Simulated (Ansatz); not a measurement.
Input:

```yaml
crystal:
  lattice:
    - [3.13497, 0.00109, 0.00901]
    - [-1.56654, 2.70312, 0.00061]
    - [0.01444, 0.00946, 5.04617]
  atoms:
    - { symbol: Al, position: [0.33280, 0.66624, 0.99722] }
    - { symbol: Al, position: [0.66640, 0.33332, 0.49722] }
    - { symbol: N, position: [0.33327, 0.66616, 0.37758] }
    - { symbol: N, position: [0.66752, 0.33428, 0.87759] }
```

No spin polarisation.

Method: r2SCAN in Ansatz (plane waves to 500 eV, PAW, without spin-orbit coupling). k-mesh 12×12×7 (Γ-centred); smearing 0.05 eV (Fermi–Dirac).

**Question.** Predict the electron mass.

**Answer.** 0.28 mₑ along z, 0.30 mₑ across (at Γ).

**Question.** What is the computed valence-band top at Γ (three highest levels, from the VBM)?

**Answer.** 0.00, -0.15, -0.18 eV.

**Question.** Estimate the stress (xx, yy, zz, yz, xz, xy; compression positive).

**Answer.** (-5.49, -4.36, -6.39, -0.45, -0.69, -0.10) GPa.

The levels and masses belong to the bands next to the band gap. The cells carry an imposed strain or load. Effective masses come from finite differences of ±0.01 Å⁻¹. No phonon test of stability was made. The cell was made from AlN in the wurtzite structure (space group P6_3mc, No. 186) by this change: strain tensor (xx, yy, zz, yz, xz, xy) = (+0.91, +0.49, +1.36, +0.19, +0.29, +0.04) %.

Ansatz is a first-principles code.
